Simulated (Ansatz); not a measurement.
Results of r²SCAN (plane waves, PAW; Ansatz, a program for electronic structure) for BaNbO2N (P4/mmm, No. 123, 5 atoms in the cell; start mp-1227828).

Input file:

Ansatz 0.2 input:
```yaml
crystal:
  lattice:
    - [4.0892616492, 0.0, 0.0]
    - [0.0, 4.0892616492, 0.0]
    - [0.0, 0.0, 4.0712364909]
  atoms:
    - { symbol: Ba, position: [0.0, 0.0, 0.0] }
    - { symbol: Nb, position: [0.5, 0.5, 0.5] }
    - { symbol: N, position: [0.5, 0.5, 0.0] }
    - { symbol: O, position: [0.0, 0.5, 0.5] }
    - { symbol: O, position: [0.5, 0.0, 0.5] }
basis:
  ecutwfc: 560
  ecutrho_ratio: 4
  xc_grid: 3
kpoints:
  mp_grid: { grid: [14, 14, 14] }
hamiltonian:
  xc: r2scan
  dispersion: none
  pseudopotentials: { kind: paw }
scf:
  occupations: { method: fermi_dirac, width: 0.05 }
output:
  forces: true
  stress: true
  eigenvalues: true
relax:
  f_tol: 0.004
  escape_saddle: false
  max_steps: 80
  cell: { stress_tol: 0.02, fix: [volume] }
```

The run printed, among other lines:

```
Relaxation: its limit of steps is 80 (relax.max_steps)
Crystal: 5 atoms, lattice volume = 68.079 Å³
Basis set: ecut = 560 eV, 2071 PW (Γ), exchange–correlation on 96×96×96 points (27 copies of the dense FFT grid, shifted against one another)
Bands: 25, of which v1, the nominal top of the filled ones, is band 20 counted from 1 (19 counted from 0)
Symmetry: 16 space group operations
Space group: P4/mmm (ITA 123), of the structure as read, at distance tolerance 4.1e-5 Å
k-points: 288 of 2744
Functional: x = r2scan, c = r2scan; τ floored in thin density (d = 2e-4 eV/Å³)
SCF iter   1: F=—  HF=-12057.120820 eV  |F-HF|=—  |Δ(HF+E_count)|=         —  Δρ=2.13e-2  dr2=4.58e-1  dr2_τ=3.20e-1
SCF iter   2: F=—  HF=-12057.148488 eV  |F-HF|=—  |Δ(HF+E_count)|=   2.77e-2  Δρ=9.16e-3  dr2=2.58e-2  dr2_τ=2.92e-2
  ...
SCF 1 converged in 8 iterations: F = -12057.146227 eV  dr2 = 1.84e-8
Crystal: 5 atoms, lattice volume = 68.079 Å³
Initial density: handed on by an earlier stage of this run
SCF 2 converged in 4 iterations: F = -12057.146316 eV  dr2 = 1.13e-7
Crystal: 5 atoms, lattice volume = 68.079 Å³
SCF 3 converged in 4 iterations: F = -12057.146320 eV  dr2 = 6.97e-9
Crystal: 5 atoms, lattice volume = 68.079 Å³
SCF iter   6: F=—  HF=-12057.146313 eV  |F-HF|=—  |Δ(HF+E_count)|=  3.64e-11  Δρ=2.83e-7  dr2=3.90e-11  dr2_τ=2.77e-12
SCF iter   7: F=-12057.146313 eV  HF=-12057.146313 eV  |F-HF|=5.46e-12  |Δ(HF+E_count)|=  3.64e-12  Δρ=3.24e-8  dr2=4.19e-13  dr2_τ=1.63e-13
SCF 4 converged in 7 iterations: F = -12057.146313 eV  dr2 = 4.19e-13
SCF converged after 7 iterations
Free energy (F): -12057.146313 eV
Internal energy: -12057.146106 eV  (E = F + TS)
E sigma→0 (E₀):  -12057.146209 eV
Fermi energy:    12.513032 eV
--- Forces (eV/Å), atoms counted from 1 ---
  atom   1  Ba     0.00000000     0.00000000     0.00000000
  atom   2  Nb    -0.00000000     0.00000000     0.00000000
  atom   3  N      0.00000000     0.00000000     0.00000000
  atom   4  O      0.00000000    -0.00000000     0.00000000
  atom   5  O      0.00000000    -0.00000000     0.00000000
--- Stress (GPa, compression-positive) ---
        4.020479       0.000000       0.000000
        0.000000       4.020479       0.000000
        0.000000       0.000000       4.020977
  P = ⅓ Tr σ = 4.0206 GPa (40.206 kbar)
```

The cell is one volume of an energy–volume scan, off the minimum.

The PAW data were made under PBE.

Note: the relaxation could not lower the start's symmetry, so the cell can be a saddle point above a distorted one.

It cost roughly 4 core-minutes of CPU time.

A start named mp-… is a Materials Project structure, which need not be a measured phase.
